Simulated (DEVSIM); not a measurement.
System: abrupt GaAs p-n junction, at 300 K.

| layer (left to right) | material | thickness (μm) | Nd (cm⁻³) | Na (cm⁻³) | τn (s) | τp (s) |
|---|---|---|---|---|---|---|
| 1 | GaAs | 85.0 | - | 2.6e16 | 1.2e-9 | 1.2e-9 |
| 2 | GaAs | 3.10 | 1e16 | - | 1.2e-9 | 1.2e-9 |

Left contact: ohmic. Right contact: ohmic. Voltage is applied to the left contact. Recombination: SRH at mid-gap. Mobility is constant in doping.

Constants are typed, rounded textbook-type inputs, not results; the design itself was drawn at random and stands for no fabricated device. Values at 300 K.

| parameter | GaAs |
|---|---|
| gap (eV) | 1.424 |
| affinity (eV) | 4.07 |
| permittivity | 12.9 |
| Nc (cm⁻³) | 4.7e17 |
| Nv (cm⁻³) | 9e18 |
| μn (cm²/Vs) | 8500 |
| μp (cm²/Vs) | 400 |

DEVSIM, 1D drift-diffusion, Boltzmann statistics, complete ionisation; no tunnelling, impact ionisation, image-force lowering or self-heating.

The doping Nd of layer 2 was swept, all else fixed.

```csv
doping Nd of layer 2 (cm^-3),potential step across the device at zero bias (V),dark forward voltage at 1 A/cm² (V),dark forward voltage at 100 A/cm² (V),largest field in the device at zero bias (V/cm)
3e14,1.083,?,?,?
1e15,1.114,0.951,1.590,17000
3e15,1.142,0.974,1.588,29000
1e16,1.173,0.992,1.586,48000
3e16,1.202,1.001,1.586,67000
1e17,1.233,1.004,1.585,83000
```

Task: Some entries are withheld; supply them.

Result: 
- 3e14, dark forward voltage at 1 A/cm² (V): 0.928
- 3e14, dark forward voltage at 100 A/cm² (V): 1.594
- 3e14, largest field in the device at zero bias (V/cm): 11000
